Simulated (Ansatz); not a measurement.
The starting structures come from a database of crystals and need not be the phases stable at ambient conditions.

By PBEsol, the system below comes out a metal.

A figure of merit of an interconnect metal is its ballistic conductance per area.

Input:

```yaml
crystal:
  lattice:
    - [2.93093, 0.00000, 0.00000]
    - [0.00000, 11.23217, 0.00000]
    - [1.46547, 0.00000, 2.53826]
  atoms:
    - { symbol: Nb, position: [0.66667, 0.12285, 0.66667] }
    - { symbol: Nb, position: [0.33333, 0.87715, 0.33333] }
    - { symbol: Nb, position: [0.33333, 0.62285, 0.33333] }
    - { symbol: Nb, position: [0.66667, 0.37715, 0.66667] }
    - { symbol: N, position: [0.00000, 0.00000, 0.00000] }
    - { symbol: N, position: [0.00000, 0.50000, 0.00000] }
    - { symbol: N, position: [0.66667, 0.75000, 0.66667] }
    - { symbol: N, position: [0.33333, 0.25000, 0.33333] }
```

Space group of this cell: P6_3/mmc. The cell is strained (all lengths scaled by 0.98); by PBEsol its mean pressure is 4.7 GPa.

The current flows along the normal of the first two printed cell vectors, the (100) plane of the conventional cell. No spin-orbit coupling; the value is a mean over 0.1 eV about the Fermi level.

Q: State the ballistic conductance per area according to PBEsol (Ansatz, an electronic-structure program).

A: 0.69 × 10¹⁵ S/m² for both spins.
